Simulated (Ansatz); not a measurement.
Worked example: self-consistent single point of SrC2 (P1, 6 atoms in the cell) in Ansatz (a first-principles code).

Method: LDA (PW92), default PAW files made with PBE (plane waves; Ansatz).

The change in words: lattice scaled by 0.98; basis.ecutrho_ratio: default → 4. Reference geometry:
```
SrC2
1.0
    3.54678    -2.22691     0.00000
    3.54678     2.22691     0.00000
   -2.39740     0.00000     7.45146
Sr C
2 4
Cartesian
  1.74873   1.43044   5.63860
  2.94743  -1.43044   1.86287
  0.61626  -0.65445   4.15501
  4.07990   0.65445   3.29645
  2.88120  -0.65445   7.02219
  1.81495   0.65445   0.42928
```

Reference input (self-consistent single point, DFT, LDA (PW92), plane waves, default PAW files made with PBE): basis.ecutwfc = 420 eV; kpoints.mp_grid.grid = 5 5 2; hamiltonian.xc = lda; hamiltonian.pseudopotentials = {kind: paw} (the program's default PAW files); scf.occupations.method = fermi_dirac; scf.occupations.width = 0.01 eV. This run's input differs from it in these lines:

Ansatz 0.2 input:
```diff
@@ -3,14 +3,15 @@
   lattice:
-    - [3.54677600, -2.22691400, 0.00000000]
-    - [3.54677600, 2.22691400, 0.00000000]
-    - [-2.39739700, 0.00000000, 7.45146500]
+    - [3.47584000, -2.18237600, 0.00000000]
+    - [3.47584000, 2.18237600, 0.00000000]
+    - [-2.34944900, 0.00000000, 7.30243600]
   atoms:
-    - { symbol: Sr, position_ang: [1.74872989, 1.43043594, 5.63859808] }
-    - { symbol: Sr, position_ang: [2.94742675, -1.43043594, 1.86286625] }
-    - { symbol: C, position_ang: [0.61625513, -0.65444549, 4.15501140] }
-    - { symbol: C, position_ang: [4.07989987, 0.65444549, 3.29645360] }
-    - { symbol: C, position_ang: [2.88120137, -0.65444549, 7.02218610] }
-    - { symbol: C, position_ang: [1.81495363, 0.65444549, 0.42927890] }
+    - { symbol: Sr, position_ang: [1.71375486, 1.40182740, 5.52582635] }
+    - { symbol: Sr, position_ang: [2.88847775, -1.40182740, 1.82560900] }
+    - { symbol: C, position_ang: [0.60392980, -0.64135666, 4.07191134] }
+    - { symbol: C, position_ang: [3.99830120, 0.64135666, 3.23052466] }
+    - { symbol: C, position_ang: [2.82357670, -0.64135666, 6.88174266] }
+    - { symbol: C, position_ang: [1.77865430, 0.64135666, 0.42069334] }
 basis:
   ecutwfc: 420.0
+  ecutrho_ratio: 4
 kpoints:
```

The program printed (abridged):

```
SCF iter   1: F=—  HF=-7859.904613 eV  |F-HF|=—  |Δ(HF+E_count)|=         —  Δρ=6.52e-3  dr2=4.63e-2  ethr=1.77e-3  ⟨swp⟩=9.8  Hψ=4131  notcnv=0
all-band conjugate gradients solve this SCF's bands
preconditioner: auto → Resta (q_TF=auto, 2.262 Å⁻¹)
SCF iter   2: F=—  HF=-7859.890666 eV  |F-HF|=—  |Δ(HF+E_count)|=   1.39e-2  Δρ=2.99e-3  dr2=7.30e-3  ethr=1.29e-4  ⟨swp⟩=2.8  Hψ=1208  notcnv=0  defer=39
   [... lines left out ...]
SCF iter   4: F=—  HF=-7859.888424 eV  |F-HF|=—  |Δ(HF+E_count)|=   3.82e-5  Δρ=9.55e-5  dr2=1.35e-5  ethr=9.06e-7  ⟨swp⟩=2.3  Hψ=992  notcnv=0  defer=41
SCF iter   5: F=—  HF=-7859.888420 eV  |F-HF|=—  |Δ(HF+E_count)|=   4.48e-6  Δρ=3.92e-5  dr2=2.15e-6  ethr=3.74e-8  ⟨swp⟩=2.8  Hψ=1024  notcnv=0  defer=41
SCF iter   6: F=—  HF=-7859.888420 eV  |F-HF|=—  |Δ(HF+E_count)|=   7.39e-8  Δρ=2.70e-5  dr2=1.18e-6  ethr=5.96e-9  ⟨swp⟩=2.0  Hψ=826  notcnv=0  defer=41
SCF iter   7: F=-7859.888420 eV  HF=-7859.888420 eV  |F-HF|=6.73e-10  |Δ(HF+E_count)|=   1.87e-7  Δρ=4.64e-6  dr2=2.79e-8  ethr=2.78e-10  ⟨swp⟩=10.3  Hψ=3343  notcnv=0
SCF 1 converged in 7 iterations: F = -7859.888420 eV  dr2 = 2.79e-8
Free energy (F): -7859.888420 eV
Internal energy: -7859.888420 eV  (E = F + TS)
E sigma→0 (E₀):  -7859.888420 eV
Fermi energy:    5.489310 eV
--- Forces (eV/Å), atoms counted from 1 ---
  atom   1  Sr    -0.00807243     0.04765430    -0.31015490
  atom   2  Sr    -0.00432051    -0.04806625     0.15469054
  atom   3  C      0.06982440     1.03610119     1.09405584
  atom   4  C     -0.06415919    -1.02436332    -1.02091396
  atom   5  C     -0.06594281     0.99959734    -0.86252960
  atom   6  C      0.07269316    -1.01096470     0.94489688
--- Stress (GPa, compression-positive) ---
       -1.736692      -0.082649       0.235557
       -0.082649       1.293375       0.022881
        0.235557       0.022881       0.853128
  P = ⅓ Tr σ = 0.1366 GPa (1.366 kbar)
  The stress holds the Pulay correction. Without it, at fixed plane waves, as pw.x and ABINIT print it: P = -0.1010 GPa
```

The run converged in 7 iterations. Against the reference run the free energy drops by 17.0 meV/atom, the pressure goes from -4.61 to 0.14 GPa, the largest force goes from 0.481 to 1.508 eV/Å and the gap on the mesh goes from 2.318 to 2.259 eV.

The starting cell comes from a database of computed structures (which also holds hypothetical and non-ambient phases and stackings), without a prior relaxation at this level. Its lattice was rescaled by up to half a per cent. One atom was moved a little off its site on purpose. For this run, on top of that: lattice scaled by 0.98. Forces in this geometry exceed 1 eV/Å. Ansatz's pressure includes its estimate of the finite-basis (Pulay) stress.
